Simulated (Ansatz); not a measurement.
**Pressure series in hypothetical P4_2/mnm ZnS**

Base system: ZnS (space group P4_2/mnm, No. 136; a hypothetical phase, not in the database extracts checked).

```xyz
8
Lattice="6.6298 0.0000 0.0000 0.0000 6.6298 0.0000 0.0000 0.0000 3.8613" Properties=species:S:1:pos:R:3 pbc="T T T"
Zn     2.1536     4.4762     0.0000
Zn     4.4762     2.1536     0.0000
Zn     5.4685     5.4685     1.9306
Zn     1.1613     1.1613     1.9306
S      2.0836     2.0836     0.0000
S      4.5462     4.5462     0.0000
S      1.2313     5.3986     1.9306
S      5.3986     1.2313     1.9306
```

Cell and atoms are relaxed at each pressure.

Computed with PBE, PAW, 420 eV (Ansatz, an electronic-structure program; no spin-orbit coupling).

```
pressure (GPa)  band gap (eV)
--------------  -------------
-2                       2.02
-1                          ?
0                        2.17
0.3                      2.19
0.7                      2.21
1.5                      2.26
5                        2.44
7.5                      2.55
10                       2.64
```

Fit E_g = E₀ + αP + βP² to the rows shown and predict the withheld row.

Least squares on the printed values gives E₀ = 2.16 eV, α = 65.3 meV/GPa, β = -1.8 meV/GPa² (largest residual 0.01 eV); this predicts 2.10 eV, and the run gives 2.10 eV, in agreement.

Load acts through the strain it causes; cell and atoms are relaxed under it. Stability against distortions was not tested. No other phases were tried under pressure.
